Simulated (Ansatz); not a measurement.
Start from GaCuSe2 in the chalcopyrite structure (space group I-42d, No. 122).

```xyz
8
Lattice="-2.7850 2.7850 5.5374 2.7850 -2.7850 5.5374 2.7850 2.7850 -5.5374" Properties=species:S:1:pos:R:3 pbc="T T T"
Ga     0.0000     0.0000     5.5374
Ga     2.7850     0.0000     2.7687
Cu     0.0000     0.0000     0.0000
Cu     0.0000     2.7850     2.7687
Se     1.4382     1.3925     6.9217
Se     4.1775     1.3468    -1.3843
Se     1.3468     1.3925     1.3843
Se    -1.3925     1.4382     4.1530
```

Cartesian axes are those of the cell as printed.

All numbers come from PBEsol (Ansatz, a quantum-chemistry and plane-wave program, PAW, spin-orbit coupling left out).

Base values:

```
Property                        Result
-----------------------------  -------
Band gap                       0.12 eV
Pressure                       0.0 GPa
Shortest interatomic distance  2.381 Å
```

The change: biaxial strain +1.50 %, plane normal [001], relaxed out of plane (Cartesian); in-plane vectors clamped, the third vector and the atoms free.

Q: How does this affect the band gap?

A: The band gap goes from 0.12 eV to zero.

Q: Predict the new pressure.

A: The pressure (mean of the normal stresses, compression positive) goes from zero to -0.8 GPa.

Q: Predict the new shortest interatomic distance.

A: The shortest interatomic distance goes up by 0.012 Å (2.381 Å → 2.393 Å).

No phonon test of stability was made. The final runs are not spin-polarised. Gaps under 0.05 eV, about the width of the smearing, are given as zero. A zero or small gap of GaCuSe2 can be the functional's error rather than a property of the material.
